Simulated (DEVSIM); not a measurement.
Structure: abrupt Si n-p junction, at 300 K.

| layer (left to right) | material | thickness (μm) | Nd (cm⁻³) | Na (cm⁻³) | τn (s) | τp (s) |
|---|---|---|---|---|---|---|
| 1 | Si | 7.20 | 2e15 | - | 0.00011 | 0.00011 |
| 2 | Si | 210 | - | 5.8e17 | 0.00011 | 0.00011 |

Left contact: ohmic. Right contact: ohmic. Voltage is applied to the left contact. Recombination: SRH at mid-gap. Mobility is constant in doping.

The device is made up for the run: typed textbook-type constants, with dimensions and the other settings drawn at random. Values at 300 K.

```tsv
parameter	Si
gap (eV)	1.124
affinity (eV)	4.05
permittivity	11.7
Nc (cm⁻³)	2.86e19
Nv (cm⁻³)	3.1e19
μn (cm²/Vs)	1417
μp (cm²/Vs)	470
```

Model (solved in DEVSIM): 1D drift-diffusion, Boltzmann statistics, complete ionisation; no tunnelling, impact ionisation, image-force lowering or self-heating.

Q: Give the dark reverse current.

A: 
```json
[
 {"V (V)": "0.04", "J (A/cm²)": "1.7e-10"},
 {"V (V)": "0.10", "J (A/cm²)": "2.4e-10"},
 {"V (V)": "0.20", "J (A/cm²)": "3.0e-10"},
 {"V (V)": "0.30", "J (A/cm²)": "3.4e-10"},
 {"V (V)": "0.40", "J (A/cm²)": "3.8e-10"},
 {"V (V)": "0.60", "J (A/cm²)": "4.5e-10"},
 {"V (V)": "0.80", "J (A/cm²)": "5.2e-10"},
 {"V (V)": "1.00", "J (A/cm²)": "5.8e-10"},
 {"V (V)": "1.30", "J (A/cm²)": "6.6e-10"},
 {"V (V)": "1.60", "J (A/cm²)": "7.3e-10"},
 {"V (V)": "2.00", "J (A/cm²)": "8.2e-10"}
]
```
